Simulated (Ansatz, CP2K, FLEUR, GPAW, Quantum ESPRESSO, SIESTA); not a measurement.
**C (P6_3/mmc, 4 atoms in the cell) computed with different codes at matched settings**

Self-consistent single point, at a second geometry (lattice scaled by 0.98). First geometry:

```
CELL_PARAMETERS angstrom
      2.50330     0.00000     0.00000
     -1.25165     2.16792     0.00000
      0.00000     0.00000     4.16897
ATOMIC_POSITIONS crystal
  C  0.33333 0.66667 0.06281
  C  0.66667 0.33333 0.93719
  C  0.66667 0.33333 0.56281
  C  0.33333 0.66667 0.43719
```

Shared settings, as Ansatz (an electronic-structure program) writes them: kpoints.mp_grid.grid = 10 10 6; scf.occupations.method = fixed. Potentials and cutoffs stand in the table.

```json
[
 {"code": "GPAW", "model": "PBE, GPAW PAW datasets PBE (gpaw-data 1.0.1)", "ΔF from the first geometry (meV/atom)": "39.9", "pressure (GPa)": "–", "largest force (eV/Å)": "0.065", "cutoff": "950 eV"},
 {"code": "FLEUR", "model": "PBE, all-electron FLAPW (FLEUR), scalar-relativistic valence", "ΔF from the first geometry (meV/atom)": "46.7", "pressure (GPa)": "–", "largest force (eV/Å)": "0.066", "cutoff": "Kmax 4.4 1/bohr"},
 {"code": "CP2K", "model": "PBE, GPW, DZVP-MOLOPT-SR-GTH basis, GTH-PBE potentials (GTH_POTENTIALS)", "ΔF from the first geometry (meV/atom)": "41.6", "pressure (GPa)": "36.03", "largest force (eV/Å)": "0.086", "cutoff": "grid 400 Ry"},
 {"code": "SIESTA", "model": "GGA PBE, numerical atomic orbitals TZP, PseudoDojo PBE standard norm-conserving potentials (rewritten from UPF to PSML)", "ΔF from the first geometry (meV/atom)": "52.7", "pressure (GPa)": "41.61", "largest force (eV/Å)": "0.119", "cutoff": "grid 350 Ry"},
 {"code": "Quantum ESPRESSO", "model": "PBE, PseudoDojo standard norm-conserving (PBE) pseudopotentials", "ΔF from the first geometry (meV/atom)": "39.4", "pressure (GPa)": "34.81", "largest force (eV/Å)": "0.066", "cutoff": "85 Ry"},
 {"code": "Ansatz", "model": "PBE, PAW files", "ΔF from the first geometry (meV/atom)": "38.7", "pressure (GPa)": "33.87", "largest force (eV/Å)": "0.064", "cutoff": "default"}
]
```

For Ansatz (by 0.5 GPa) the energy change implies a higher mean pressure, against the two pressures, than for the other programs: a sign of finite-basis (Pulay) stress.

A dash marks a value that a program does not give, or that is left out as unsure.

The spread over the programs that give each value: ΔF from the first geometry within 14.0 meV/atom; pressure within 7.74 GPa; largest force within 0.055 eV/Å.

CP2K and SIESTA use small atom-centred bases, whose incompleteness enters pressures, forces and empty levels differently from a plane-wave cutoff. FLEUR treats all electrons, but the usual bases taken here (sphere radii, linearisation, local orbitals, empty states) were not tested for convergence, so the values are no reference for the others. Ansatz's pressure is given at a fixed set of plane waves, as the other plane-wave codes print theirs; with its correction for the finite basis it is 34.48 GPa (the shift of 0.61 GPa shows how far the cutoff is from converged). The pressure of GPAW is left out: its cutoff lies under the one at which its stress was checked. In the pressure, CP2K (by 1.69) and SIESTA (by 7.27) lie more than 1 GPa from the median of the plane-wave programs.

This mesh misses zone-boundary points where a band edge of such crystals can lie, so no gaps are given.

The starting cell comes from a database of computed structures (which also holds hypothetical and non-ambient phases and stackings), without a prior relaxation at this level. For this run, on top of that: lattice scaled by 0.98.

Left out of this page: ABINIT (with a known weakness of the program).

Keys are those of Ansatz 0.2.
